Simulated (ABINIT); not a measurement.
## Cost against accuracy: ecut for K2TlAgI6 (Fm-3m, 10 atoms in the cell)

Cell: a = 8.5140 Å, b = 8.5140 Å, c = 8.5140 Å, α = 60.00°, β = 60.00°, γ = 60.00°.

Computed with LDA (PW92), PAW (JTH v2.0 LDA PAW) (plane waves; ABINIT 10.0.3).

Base settings: pseudos = [K.LDA_PW-JTH.xml, Tl.LDA_PW-JTH.xml, Ag.LDA_PW-JTH.xml, I.LDA_PW-JTH.xml]; ecut = 571 eV; pawecutdg = 1143 eV; pawxcdev = 0; occopt = 3; tsmear = 0.1 eV; ngkpt = 3 3 3; nshiftk = 1; shiftk = 0.5 0.5 0.5; potentials = JTH v2.0 LDA PAW.

Misses are taken against the tightest run, 653 eV (pawecutdg: 1143 eV → 1306 eV), which need not be fully converged itself. The energy is the free energy per atom.

The count of work is k-points × plane waves × bands × iterations; it is no time, and leaves out set-up, grids and terms that scale otherwise. Core times come from one kind of shared machine and are given to one figure; runs under 30 s give none.

The starting cell comes from a database of computed structures (which also holds hypothetical and non-ambient phases and stackings), without a prior relaxation at this level. Its lattice was rescaled by a random factor within 2.5 % of one. The run gives no clean gap (levels at the Fermi energy touch, overlap or are partly filled at this smearing), which alone does not show that the compound is a metal.

| ecut | energy less reference (meV/atom) | pressure less reference (GPa) | count of work / reference | core time / reference (rough) |
|---|---|---|---|---|
| 229 eV (pawecutdg: 1143 eV → 457 eV) | 320.02 | -5.46 | 0.19 | 0.3 |
| 272 eV (pawecutdg: 1143 eV → 544 eV) | 83.67 | -1.64 | 0.26 | 0.3 |
| 354 eV (pawecutdg: 1143 eV → 707 eV) | 23.75 | -0.01 | 0.36 | 0.4 |
| 408 eV (pawecutdg: 1143 eV → 816 eV) | 18.46 | -0.12 | 0.47 | 0.6 |
| 463 eV (pawecutdg: 1143 eV → 925 eV) | 8.82 | -0.15 | 0.54 | 0.4 |
| 517 eV (pawecutdg: 1143 eV → 1034 eV) | 2.66 | -0.05 | 0.67 | 0.5 |
| 571 eV | 1.03 | 0.02 | 0.82 | 0.8 |
| 653 eV (pawecutdg: 1143 eV → 1306 eV) | 0.00 | 0.00 | 1.0 | 1 |

Coarsest setting among those run that, with all tighter ones, holds the energy within 10 meV/atom of the reference: 463 eV (pawecutdg: 1143 eV → 925 eV), off by 8.8 meV/atom; its saving against the reference is no more than about a factor of 2 in the count of work.

Coarsest setting among those run that, with all tighter ones, holds the energy within 5 meV/atom of the reference: 517 eV (pawecutdg: 1143 eV → 1034 eV), off by 2.7 meV/atom; its saving against the reference is no more than about a factor of 2 in the count of work.

Smallest miss in the energy for at most 0.3 times the reference's count of work: 272 eV (pawecutdg: 1143 eV → 544 eV), with a miss of 84 meV/atom at a count of 0.26.

The step from 272 eV (pawecutdg: 1143 eV → 544 eV) to 571 eV: it takes the miss in the energy from 84 to 1.0 meV/atom, for 3.2 times the count of work and roughly 2 times the time.
